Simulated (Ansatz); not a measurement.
Start from Ag$_{2}$O (space group Pn-3m, No. 224; a = 4.7067 Å).

Method: Ansatz (a program for electronic structure) PBEsol, no spin-orbit coupling.

Before the change:

```
Quantity                           Result
-----------------------------  ----------
Shortest interatomic distance     2.038 Å
Density                        7.38 g/cm³
```

The change: a hydrostatic pressure of 5 GPa.

Problem. What happens to the shortest interatomic distance and density?

Solution. The shortest interatomic distance drops by 0.034 Å (2.038 Å → 2.004 Å); the density rises by 0.38 g/cm³ to 7.76 g/cm³.

Load acts through the strain it causes; cell and atoms are relaxed under it. Stability against distortions was not tested. Competing high-pressure phases were not computed. No Hubbard U is applied, and correlation can decide whether such a compound is a metal. The final runs are not spin-polarised.
